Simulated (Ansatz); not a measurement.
## ZrO2, pressure series

The reference is ZrO2 in the fluorite structure (space group Fm-3m, No. 225; a = 5.116 Å).

Cell and atoms are relaxed at each pressure.

The values are results of plane-wave PAW DFT at the PBE level (Ansatz, a quantum-chemistry and plane-wave program, 420 eV), without spin-orbit coupling, earlier PAW set, not measurements.

| pressure (GPa) | band gap (eV) |
|---|---|
| -2 | 3.30 |
| -1 | 3.31 |
| 0 | 3.32 |
| 0.9 | 3.33 |
| 2.1 | 3.34 |
| 4.5 | ? |
| 9 | 3.42 |
| 15 | 3.48 |

Question: Fit E_g = E₀ + αP + βP² to the rows shown and predict the withheld row.

Answer: Least squares on the printed values gives E₀ = 3.32 eV, α = 10.9 meV/GPa, β = -0.012 meV/GPa² (largest residual 0.00 eV); this predicts 3.37 eV, and the run gives 3.37 eV, in agreement.

Load acts through the strain it causes; cell and atoms are relaxed under it. Whether these cells are dynamically stable was not tested. No other phases were tried under pressure. This is not the structure that ZrO2 has at room temperature and ambient pressure.
